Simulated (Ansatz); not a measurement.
LaOF (P4/nmm), Ansatz (an electronic-structure program) with PBEsol, rigid bands: N_v = 5.03e20 cm⁻³ at 300 K and a hole conductivity mass of 1.69 mₑ along y (a = (4.04, 0.00, 0.00) Å; b = (0.00, 4.04, 0.00) Å; c = (0.00, 0.00, 5.78) Å).

Question: For 1e17 holes per cm³ at 300 K, place the Fermi level, estimate the Seebeck coefficient of a parabolic band with constant τ, and give mobility and conductivity for τ = 20 fs.

Answer: The level lies k_BT ln(N_v/p) = 0.220 eV above the valence-band maximum. S ≈ +(k_B/e)[ln(N_v/p) + 5/2] = 950 μV/K, against 938 μV/K from the full bands (mean over directions). μ = eτ/m = 20.8 cm²/(V·s) and σ = peμ = 0.333 S/cm. τ is assumed, not computed.

Band transport and this doping are assumed; polarons and phonon drag are left out. Spin-orbit coupling is left out; where it splits the top of the valence band, N_v and the p-type Seebeck coefficient come out somewhat high without it.

Computed structure with no diffraction record at hand here (it may be known, metastable or hypothetical): LaOF (P4/nmm).
